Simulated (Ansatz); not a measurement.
**Quick settings and what they miss: Pb2O (Pn-3m, 6 atoms in the cell)**

Self-consistent single point.

```
Pb2O
1.0
    5.35141     0.00000     0.00000
    0.00000     5.35141     0.00000
    0.00000     0.00000     5.35141
Pb O
4 2
Direct
  0.75000   0.75000   0.25000
  0.75000   0.25000   0.75000
  0.25000   0.25000   0.25000
  0.25000   0.75000   0.75000
  0.00000   0.00000   0.00000
  0.50000   0.50000   0.50000
```

Level of theory: PBEsol, PAW files made with PBE (plane waves; Ansatz, an electronic-structure program).

Base settings: basis.ecutwfc = 30.9 Ry; kpoints.mp_grid.grid = 4 4 4; hamiltonian.xc = pbesol; hamiltonian.pseudopotentials = {kind: paw} (the program's default PAW files); scf.occupations.method = cold; scf.occupations.width = 0.0037 Ry.

Tight run (finer mesh or higher cutoff; not a proven limit): basis.ecutwfc: 30.9 Ry → 43.4 Ry; kpoints.mp_grid.grid: 4 4 4 → 6 6 6; scf.convergence.dr2_threshold: default (1e-07 eV) → 1e-09 eV. It gave Fermi level (on the code's own zero) 8.35 eV; pressure 0.83 GPa.

Quick runs, as changes from the base:
- A: the base itself
- B: basis.ecutwfc: 30.9 Ry → 24.6 Ry; kpoints.mp_grid.grid: 4 4 4 → 2 2 2; scf.occupations.method: cold → fermi_dirac; scf.occupations.width: 0.0037 Ry → 0.0147 Ry
- C: basis.ecutwfc: 30.9 Ry → 18.4 Ry; kpoints.mp_grid.grid: 4 4 4 → 1 1 1
- D: basis.ecutwfc: 30.9 Ry → 18.4 Ry; kpoints.mp_grid.grid: 4 4 4 → 3 3 3; scf.occupations.method: cold → fermi_dirac; scf.occupations.width: 0.0037 Ry → 0.01 Ry; kpoints.mp_grid.shift: default → 0.5 0.5 0.5; scf.convergence.dr2_threshold: default (1e-07 eV) → 0.001 eV
- E: basis.ecutwfc: 30.9 Ry → 24.6 Ry; kpoints.mp_grid.grid: 4 4 4 → 6 6 6; scf.occupations.width: 0.0037 Ry → 0.01 Ry

Energies are extrapolated to zero smearing width, which holds to low order in the width alone.

The count of work is k-points × plane waves × bands × iterations; it is no time. 

Pressures in the table are Ansatz's without its Pulay estimate, at a fixed set of plane waves; the tight run's value above holds the estimate.

The starting cell comes from a database of computed structures (which also holds hypothetical and non-ambient phases and stackings), without a prior relaxation at this level. Its lattice was rescaled by a random factor within 2.5 % of one. The run gives no clean gap (levels at the Fermi energy touch, overlap or are partly filled at this smearing), which alone does not show that the compound is a metal.

```tsv
run	energy less tight (meV/atom)	pressure less tight (GPa)	count of work / tight
A	-2.2	-0.20	0.27
B	70.2	-1.82	0.069
C	822.5	-31.89	0.012
D	864.8	-32.82	0.037
E	39.0	-1.97	0.43
```

Among the runs at the tight run's level, the energy misses run from 2.2 to 864.8 meV/atom.

Left out of this page: 1 run of the series outside the window shown, repeating another row's setting, or not comparable.

Keys are those of Ansatz 0.2.
